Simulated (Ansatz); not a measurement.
A computed series for Cu3N: response to strain

Consider Cu$_{3}$N (space group Pm-3m, No. 221).

```
Cu3N
1.0
    3.76491     0.00000     0.00000
    0.00000     3.76491     0.00000
    0.00000     0.00000     3.76491
N Cu
1 3
Direct
  0.00000   0.00000   0.00000
  0.50000   0.00000   0.00000
  0.00000   0.00000   0.50000
  0.00000   0.50000   0.00000
```

Cartesian axes are those of the cell as printed.

Strains are applied to the cell and any free atomic positions relax; under biaxial strain the out-of-plane vector relaxes too.

Computed with Ansatz (a first-principles code), PBEsol, PAW, cutoff 420 eV, spin-orbit coupling left out.

Notes on the quantities. energy relative to the base: free energy F; pressure: mean of the normal stresses, compression positive.

```csv
variant,energy relative to the base,pressure,volume per atom,space group
base,0 meV/atom,0.0 GPa,13.34 Å³,Pm-3m (No. 221)
"biaxial strain −3.53 %, plane normal [001], relaxed out of plane",+37 meV/atom,9.3 GPa,12.62 Å³,P4/mmm (No. 123)
"biaxial strain +0.33 %, plane normal [001], relaxed out of plane",+0.3 meV/atom,-0.7 GPa,13.41 Å³,P4/mmm (No. 123)
isotropic strain −5.04 %,+154 meV/atom,29.9 GPa,11.42 Å³,Pm-3m (No. 221)
isotropic strain +1.44 %,+9.9 meV/atom,-5.2 GPa,13.93 Å³,Pm-3m (No. 221)
uniaxial strain ε_yy = +2.50 %,+6.7 meV/atom,-3.0 GPa,13.68 Å³,P4/mmm (No. 123)
```

Stability against distortions was not tested. All final runs are without spin polarisation.
